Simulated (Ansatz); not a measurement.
Here is the system:

```
CELL_PARAMETERS angstrom
      0.00000     2.24722     2.24722
      2.24722     0.00000     2.24722
      2.24722     2.24722     0.00000
ATOMIC_POSITIONS crystal
  B  0.00000 0.00000 0.00000
  P  0.25000 0.25000 0.25000
```

The numbers are results of r2SCAN with spin-orbit coupling, rigid bands (plane waves, PAW; Ansatz, a first-principles code), not measurements. Condition of this run: hydrostatic pressure 5 GPa (the target of the relaxation). Geometry: cell and atoms relaxed with r2SCAN, then loaded as said.

Question: Predict the hole conductivity mass (n e² τ/σ) at 300 K, by direction if it differs.

Answer: 0.40 mₑ.

Question: Predict the electron conductivity mass (n e² τ/σ) at 300 K, by direction if it differs.

Answer: 0.32 mₑ.

Question: And the band gap?

Answer: 1.36 eV at this level; semilocal functionals usually fall short of the measured gap.

Rigid bands, one relaxation time for all states, no polarons.
